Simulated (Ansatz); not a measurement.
The starting structures come from a database of crystals and need not be the phases stable at ambient conditions.

By PBEsol, the system below comes out a metal.

Without scattering a metal conducts by its projected Fermi surface.

Here is the system:

```
CELL_PARAMETERS angstrom
      3.16142     0.00000     0.00000
      0.00000     3.95494     0.00000
      0.00000     1.97747     1.95319
ATOMIC_POSITIONS crystal
  Al 0.00000 0.00000 0.00000
  Ni 0.50000 0.50000 0.00000
```

Space group of this cell: Cmmm. The cell is strained (lengths across the current scaled by 1.02, ions clamped); by PBEsol its mean pressure is -5.9 GPa.

The current flows along the normal of the first two printed cell vectors. No spin-orbit coupling; the value is a mean over 0.1 eV about the Fermi level.

Question: Give the ballistic conductance per area that PBEsol (Ansatz, an electronic-structure program) yields.

Answer: 1.0 × 10¹⁵ S/m² for both spins.
